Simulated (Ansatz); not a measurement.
The starting structures come from a database of crystals and need not be the phases stable at ambient conditions.

 Where the default PAW files enter, the runs use the earlier of Ansatz's two default sets.

The decay constant κ of evanescent states in the gap governs leakage through a thin film.

Here is the system:

```
LaF3
1.0
    4.14986     0.00000     0.00000
    0.00000     7.32650     0.00000
    2.07493     0.00000     3.59388
La F
2 6
Direct
  0.66667   0.25000   0.66667
  0.33333   0.75000   0.33333
  0.33333   0.07997   0.33333
  0.66667   0.92003   0.66667
  0.66667   0.57997   0.66667
  0.33333   0.42003   0.33333
  0.00000   0.75000   0.00000
  0.00000   0.25000   0.00000
```

Space group of this cell: P6_3/mmc. The cell is taken as given; by r2SCAN its mean pressure is 0.9 GPa.

Transport runs along the normal of the first two printed cell vectors, the (100) plane of the conventional cell.

No gap correction and no spin-orbit coupling; mid-gap values are interpolated between computed energies.

Question: Compute, with r2SCAN in Ansatz (a first-principles code), the band gap and the smallest decay constant κ at mid-gap.

Answer: Gap 6.81 eV on a 8×4×8 mesh; κ = 0.561 1/Å, at the zone centre.
